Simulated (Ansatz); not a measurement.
## WAg (model structure, P4/mmm, No. 123, 2 atoms in the cell)

Method: r²SCAN (Ansatz, an electronic-structure program, plane waves, PAW).

Run with plane-wave cutoff 560 eV, 20×20×14 k mesh (along the axes of the cell as run), Fermi–Dirac smearing 0.05 eV, no spin polarisation, scalar-relativistic PAW data made under PBE.

Cell (relaxed at this level):

```
CELL_PARAMETERS angstrom
      2.66898     0.00000     0.00000
      0.00000     2.66898     0.00000
      0.00000     0.00000     4.54640
ATOMIC_POSITIONS crystal
  Ag 0.00000 0.00000 0.00000
  W  0.50000 0.50000 0.50000
```

bulk modulus B0: 203 GPa

Note: the run has no spin polarisation, so it can have missed a magnetic state; the bulk modulus is −V dP/dV from two relaxed cells at ±2 % in volume; the relaxation could raise the start's symmetry but not lower it, so the cell can be a saddle point.

Spin–orbit coupling is not included.

Computed values are for the static lattice.

A model structure was made by putting elements into a prototype or built by hand; it is no filed structure, need not be a known phase, and can be a saddle point held by its symmetry.
